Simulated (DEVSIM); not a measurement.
Device: abrupt Si p-n junction, at 350 K.

Layer 1 from the left is Si, thickness (μm) 18.0, Na (cm⁻³) 1.3e15, τn (s) 1e-7, τp (s) 1e-7. Layer 2 from the left is Si, thickness (μm) 33.0, Nd (cm⁻³) 2.2e17, τn (s) 1e-7, τp (s) 1e-7.

Left contact: ohmic. Right contact: ohmic. Voltage is applied to the left contact. Recombination: SRH at mid-gap. Mobility is μmin + (μ − μmin)/(1 + (N/Nref)^α).

The device is made up for the run: typed textbook-type constants, with dimensions and the other settings drawn at random. Values at 300 K; Nc and Nv go as T^1.5, mobilities as T to minus their exponent, the gap by Varshni's rule with the affinity fixed.

Si: gap (eV) 1.124, affinity (eV) 4.05, permittivity 11.7, Nc (cm⁻³) 2.86e19, Nv (cm⁻³) 3.1e19, μn (cm²/Vs) 1417, μp (cm²/Vs) 470, μn,min 52, μp,min 45, Nref,n 9.7e16, Nref,p 2.2e17, αn 0.68, αp 0.72, T exponent of μn 2.3, T exponent of μp 2.2, Varshni α (eV/K) 0.000473, Varshni β (K) 636.

Model (solved in DEVSIM): 1D drift-diffusion, Boltzmann statistics, complete ionisation; no tunnelling, impact ionisation, image-force lowering or self-heating.

Dark forward current:

```
|V| (V)  |J| (A/cm²)
-------  -----------
0.05        6.623e-6
0.10        2.683e-5
0.15       0.0001010
0.20       0.0004126
0.25        0.001849
0.30        0.008846
0.35         0.04360
0.40          0.2104
0.45          0.8973
0.50           3.071
0.55           8.521
0.60           20.06
0.65           41.34
0.70           75.84
0.75           125.5
0.80           189.9
0.85           267.4
0.90           355.5
0.95           452.5
1.00           557.0
1.05           668.0
1.10           784.9
1.15           907.1
1.20            1034
1.25            1166
1.30            1302
```

**Question.** Work out the local ideality factor n = ΔV / (kT/q · ln(J2/J1)) between the rows 0.15 and 0.20 V, 0.30 and 0.35 V, 1.25 and 1.30 V.

**Answer.** kT/q = 30.16 mV. From 0.15 to 0.20 V: ln(0.0004126/0.0001010) = 1.407, n = 1.18. From 0.30 to 0.35 V: ln(0.04360/0.008846) = 1.595, n = 1.04, near the 1 of diffusion or emission over a barrier. From 1.25 to 1.30 V: ln(1302/1166) = 0.110, n = 15.03.

**Question.** Estimate the current at 0.30 V from the Shockley equation with J0 = Σ q ni² D/(N L) coth(W/L), τ joining the SRH, radiative and Auger lifetimes that are on, and W taken as the whole layer.

**Answer.** ni² = 1.43e23 cm⁻⁶; electrons in the p layer: μ = 946 cm²/Vs, D = 28.5 cm²/s, τ = 1.00e-7 s, L = 16.9 μm, W/L = 1.1, term 3.77e-7 A/cm²; holes in the n layer: μ = 183 cm²/Vs, D = 5.53 cm²/s, τ = 1.00e-7 s, L = 7.44 μm, W/L = 4.4, term 7.74e-10 A/cm². J0 = 3.78e-7 A/cm², and J = J0 exp(qV/kT) = 0.00789 A/cm². The simulation gives 0.00885 A/cm²; the estimate lies 11 % below. The estimate leaves out recombination in the depletion region and that region's share of W.
